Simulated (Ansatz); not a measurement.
# Sensitivity of a calculation on BP (F-43m, 2 atoms in the cell) to its settings

```yaml
crystal:
  lattice:
    - [0.00000, 2.22755, 2.22755]
    - [2.22755, 0.00000, 2.22755]
    - [2.22755, 2.22755, 0.00000]
  atoms:
    - { symbol: B, position: [0.00000, 0.00000, 0.00000] }
    - { symbol: P, position: [0.25000, 0.25000, 0.25000] }
```

Base run A: HSE06 (Ansatz, a program for electronic structure), self-consistent single point.

Its settings: basis.ecutwfc = 420 eV; kpoints.mp_grid.grid = 7 7 7; hamiltonian.xc = hse06; hamiltonian.pseudopotentials = {kind: paw}, with the files named one by one; scf.occupations.method = fixed.

The starting cell comes from a database of computed structures (which also holds hypothetical and non-ambient phases and stackings), without a prior relaxation at this level. Its lattice was rescaled by a random factor within 2.5 % of one. In the base run, with a pressure of about 9 GPa the cell is away from its equilibrium volume at this level. Ansatz's pressure includes its estimate of the finite-basis (Pulay) stress.

ΔF is the free energy per atom less that of run A. A dash stands where there is no value to compare (another energy zero or no entropy term, no result, no spin, no clean gap, or a mesh too coarse for one). Total energies depend on the potentials, the functional and any Hubbard or dispersion term, so they are compared only between runs that share all of them.

```tsv
run	change	ΔF (meV/atom)	pressure (GPa)	gap on the mesh (eV)
A	base	0.00	8.79	1.882
B	hamiltonian.xc: hse06 → pbe [PBE]	–	11.39	1.156
C	hamiltonian.xc: hse06 → pbe0 [PBE0]	–	8.69	2.575
D	scf.convergence.dr2_threshold: default (1e-07 eV) → 1e-05 eV	0.00	8.78	1.882
E	scf.mixing.algorithm: default (the program chose MSR1) → broyden; scf.mixing.beta: default → 0.9	0.00	8.79	1.882
F	scf.exx.singularity: default → none	–	8.78	1.882
```

Run B against A: The pressure goes from 8.79 to 11.39 GPa and the gap on the mesh goes from 1.882 to 1.156 eV.

Run C against A: The pressure moves little (8.79 to 8.69 GPa) and the gap on the mesh goes from 1.882 to 2.575 eV.

Run F against A: The pressure hardly changes (8.79 to 8.78 GPa) and the gap on the mesh stays at 1.882 eV.

Keys are those of Ansatz 0.2.
